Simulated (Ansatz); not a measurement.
Reference: MgS (Fm-3m), PBEsol with spin-orbit coupling, rigid bands (plane waves, PAW; Ansatz, a program for electronic structure); axes and stresses refer to this cell.

```yaml
crystal:
  lattice:
    - [0.00000, 2.59094, 2.59094]
    - [2.59094, 0.00000, 2.59094]
    - [2.59094, 2.59094, 0.00000]
  atoms:
    - { symbol: Mg, position: [0.00000, 0.00000, 0.00000] }
    - { symbol: S, position: [0.50000, 0.50000, 0.50000] }
```

- hole conductivity mass: 1.19 mₑ
- band gap: 2.70 eV
- Seebeck coefficient, p-type 1e19 cm⁻³: 434 μV/K

Problem. After one change the values are hole conductivity mass 0.93 mₑ; band gap 2.66 eV; Seebeck coefficient, p-type 1e19 cm⁻³ 391 μV/K. Which change was made?
(A) uniaxial stress along [110] of 1 GPa (compression positive)
(B) hydrostatic pressure 2 GPa
(C) biaxial stress xx = yy = 2 GPa (compression positive)
(D) uniaxial stress along [111] of 1 GPa (compression positive)

Solution. D, uniaxial stress along [111] of 1 GPa (compression positive)

Masses are for dilute carriers at 300 K, harmonic means over directions unless an axis is named. Seebeck coefficients are for the stated density at 300 K, with one relaxation time for all states and whether or not that doping can be reached. Stresses and pressures are the targets of the relaxation.  The structure type is held under load, also where the real crystal would transform.
